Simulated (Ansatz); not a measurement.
Base system: TiC in the rock salt structure (space group Fm-3m, No. 225; a = 4.3285 Å; relaxed with 0.1 eV smearing). Axes: x, y, z lie along the cube axes.

Method: plane-wave PAW DFT at the r2SCAN level (Ansatz, a program for electronic structure, 500 eV), without spin-orbit coupling, earlier PAW set.

The change: uniaxial strain ε_yy = +1.39 %, all other strain components held at zero; the atoms relax in the strained cell.

Question: Predict the stress tensor and what it implies for the stiffness.

Answer: Stress of the strained cell less that of the base (GPa, compression positive):
```
   -1.8     0.0     0.0
    0.0    -6.8     0.0
    0.0     0.0    -1.8
```

Then −Δσ_ii/ε with ε = 0.0139 gives secant stiffness values (nonlinear terms included at this strain): C22 ≈ 488 GPa, C12 ≈ 126 GPa and C23 ≈ 126 GPa.

Whether these cells are dynamically stable was not tested. All final runs are without spin polarisation.
